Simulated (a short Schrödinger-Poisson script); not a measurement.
System: symmetric double-gate stack, SiO2 on p-type Si(100), at 400 K.

```tsv
layer	material	thickness (nm)	Na (cm⁻³)
1	SiO2	1.8	-
2	Si	20	1e18
3	SiO2	1.8	-
```

Constants are typed, rounded textbook-type inputs, not results; the design itself was drawn at random and stands for no fabricated device. SiO2: permittivity 3.9, conduction-band edge (eV) 3.15, gap (eV) 9, electron mass (mₑ) 0.5. Si: permittivity 11.7, conduction-band edge (eV) 0, gap (eV) 1.124, Nv at 300 K (cm⁻³) 3.1e19.

Channel valleys (confinement mass, in-plane density-of-states mass, number): Δ2 0.916, 0.19, 2; Δ4 0.19, 0.417, 4. At the gates, both at one voltage, the conduction-band edge of layer 1 lies 3.73 eV − eVg above the Fermi level of the channel. Gaps are held at their typed values at every temperature. Mesh 0.03 nm at interfaces.

Solved with a short Schrödinger-Poisson script written for these runs: 1D Poisson equation in equilibrium, electrons quantum, Hartree (BenDaniel-Duke, 12 states a valley, the channel's in-plane mass for all, wave functions ending at the dielectric), parabolic valleys, classical holes, full ionisation, no traps, pinning or gate leakage.

The same stack at other levels of the model or other numerical settings:

```tsv
run	sheet density of all electrons at Vg = 1.3 V (cm⁻²)	sheet density of all electrons at Vg = 0.7 V (cm⁻²)	capacitance of both gates at Vg = 1.3 V (μF/cm²)	gate voltage at 1e11 electrons/cm² (V)	rough cost against the base
base	1.16e13	1.74e12	2.94	0.50	about 1
electrons treated as classical, Boltzmann	1.42e13	2.31e12	3.46	0.48	0.04
electrons treated as classical, Fermi-Dirac	1.39e13	2.30e12	3.33	0.48	0.1
mesh six times as coarse	1.16e13	1.74e12	2.94	0.50	0.3
```

The classical rows ignore confinement, and Boltzmann statistics overrate the density once the band edge passes the Fermi level.
